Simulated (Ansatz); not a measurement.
Band structure of GePd (Pm-3m, 2 atoms in the cell).

```yaml
crystal:
  lattice:
    - [3.05674, 0.00000, 0.00000]
    - [0.00000, 3.05674, 0.00000]
    - [0.00000, 0.00000, 3.05674]
  atoms:
    - { symbol: Pd, position: [0.00000, 0.00000, 0.00000] }
    - { symbol: Ge, position: [0.50000, 0.50000, 0.50000] }
```

Method: PBE (plane waves, PAW; Ansatz, an electronic-structure program).

Settings: basis.ecutwfc = 420 eV; kpoints.mp_grid.grid = 6 6 6; hamiltonian.xc = pbe; hamiltonian.pseudopotentials = {kind: paw} (the program's default PAW files); scf.occupations.method = cold; scf.occupations.width = 0.2 eV; kpoints.band_path.npoints = 10.

The starting cell was generated: these elements placed on a structure prototype, without a prior relaxation; it need not be a known phase or ordering of this composition. Its lattice was rescaled by a random factor within 2.5 % of one. Spin polarisation is off.

Levels in eV from the Fermi level, bands 13 to 19:
```
point     13     14     15     16     17    18    19
-----  -----  -----  -----  -----  -----  ----  ----
Γ      -2.83  -2.83  -2.83   2.16   2.16  2.16  7.46
X      -4.25  -4.25  -2.75  -1.39   6.93  6.93  7.79
M      -4.34  -3.59  -3.59  -1.93  -0.30  2.39  5.74
R      -5.09  -1.87  -1.87   2.82   2.82  2.82  3.46
```

Bands cross the Fermi level along this path, so the cell is metallic at this level.

Keys are those of Ansatz 0.2.
